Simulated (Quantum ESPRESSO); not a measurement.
Quantum ESPRESSO run on YAl2Ge2 (P1, 5 atoms in the cell): self-consistent single point.

Computed with PBEsol, PSlibrary ultrasoft (PBE) pseudopotentials (plane waves; Quantum ESPRESSO).

The change in words: lattice scaled by 0.98. Reference geometry:
```
CELL_PARAMETERS angstrom
      4.29086     0.00000     0.00000
     -2.14543     3.71599     0.00000
      0.00000     0.00000     6.62146
ATOMIC_POSITIONS crystal
  Y  0.00183 0.00523 0.00413
  Al 0.66517 0.33310 0.34699
  Al 0.33122 0.66646 0.64768
  Ge 0.66820 0.33701 0.74238
  Ge 0.33358 0.65820 0.25881
```

Reference input (self-consistent single point, DFT, PBEsol, plane waves, PSlibrary ultrasoft (PBE) pseudopotentials): ecutwfc = 45 Ry; ecutrho = 315 Ry; occupations = smearing; smearing = fermi-dirac; degauss = 0.0073499 Ry; input_dft = pbesol; K_POINTS = automatic 5 5 3 0 0 0; conv_thr = 1e-09 Ry. This run's input differs from it in these lines:

```diff
@@ -27,7 +27,7 @@
 ATOMIC_POSITIONS angstrom
-Y    -0.0033726160    0.0194420806    0.0273731156
-Al    2.1395043223    1.2378124654    2.2975671625
-Al   -0.0086053197    2.4765427813    4.2886004557
-Ge    2.1441298694    1.2523345699    4.9156659606
-Ge    0.0192080348    2.4458561028    1.7137133055
+Y    -0.0033051612    0.0190532384    0.0268256541
+Al    2.0967145022    1.2130561761    2.2516158886
+Al   -0.0084328805    2.4270118457    4.2028285761
+Ge    2.1012475405    1.2272878381    4.8173527899
+Ge    0.0188242041    2.3969389018    1.6794390912
 K_POINTS automatic
@@ -35,5 +35,5 @@
 CELL_PARAMETERS angstrom
-   4.2908600000     0.0000000000     0.0000000000
-  -2.1454300000     3.7159940000     0.0000000000
-   0.0000000000     0.0000000000     6.6214600000
+   4.2050430000     0.0000000000     0.0000000000
+  -2.1025210000     3.6416740000     0.0000000000
+   0.0000000000     0.0000000000     6.4890310000
```

The program printed (abridged):

```
     Self-consistent Calculation

     iteration #  1     ecut=    45.00 Ry     beta= 0.70

     Threshold (ethr) on eigenvalues was too large:
     Diagonalizing with lowered threshold

     total energy              =    -116.97709617 Ry
     estimated scf accuracy    <       0.09230233 Ry

     iteration #  2     ecut=    45.00 Ry     beta= 0.70

     total energy              =    -116.99346495 Ry
     estimated scf accuracy    <       0.01175022 Ry

     iteration #  3     ecut=    45.00 Ry     beta= 0.70

     total energy              =    -116.99504443 Ry
     estimated scf accuracy    <       0.00224695 Ry

   [... 5 blocks of this kind left out ...]

     iteration #  9     ecut=    45.00 Ry     beta= 0.70

     total energy              =    -116.99599927 Ry
     estimated scf accuracy    <       0.00000002 Ry

     iteration # 10     ecut=    45.00 Ry     beta= 0.70
     End of self-consistent calculation

     the Fermi energy is     8.9763 ev

!    total energy              =    -116.99599927 Ry
     estimated scf accuracy    <          2.2E-10 Ry
     smearing contrib. (-TS)   =      -0.00285538 Ry
     internal energy E=F+TS    =    -116.99314389 Ry

     convergence has been achieved in  10 iterations

     Forces acting on atoms (cartesian axes, Ry/au):

     atom    1 type  1   force =     0.00192113   -0.00626034   -0.01039306
     atom    2 type  2   force =     0.00715241   -0.00760186    0.01212024
     atom    3 type  2   force =     0.00184795    0.00422231    0.00072034
     atom    4 type  3   force =    -0.00134743   -0.00461090    0.00359081
     atom    5 type  3   force =    -0.00957406    0.01425078   -0.00603833

     Total force =     0.028208     Total SCF correction =     0.000054

          total   stress  (Ry/bohr**3)                   (kbar)     P=       30.55
   0.00026704  -0.00001052   0.00000249           39.28       -1.55        0.37
  -0.00001052   0.00022127  -0.00000242           -1.55       32.55       -0.36
   0.00000249  -0.00000242   0.00013480            0.37       -0.36       19.83

   JOB DONE.
```

The run converged in 10 iterations. Against the reference run the free energy rises by 3.7 meV/atom, the pressure goes from -1.92 to 3.06 GPa and the largest force goes from 0.375 to 0.468 eV/Å.

The starting cell comes from a database of computed structures (which also holds hypothetical and non-ambient phases and stackings), without a prior relaxation at this level. Its atoms were displaced at random from the sites of space group no. 164. For this run, on top of that: lattice scaled by 0.98. With a pressure of about 3 GPa the cell is away from its equilibrium volume at this level.

Cost on one core of a shared machine: roughly 90 s.
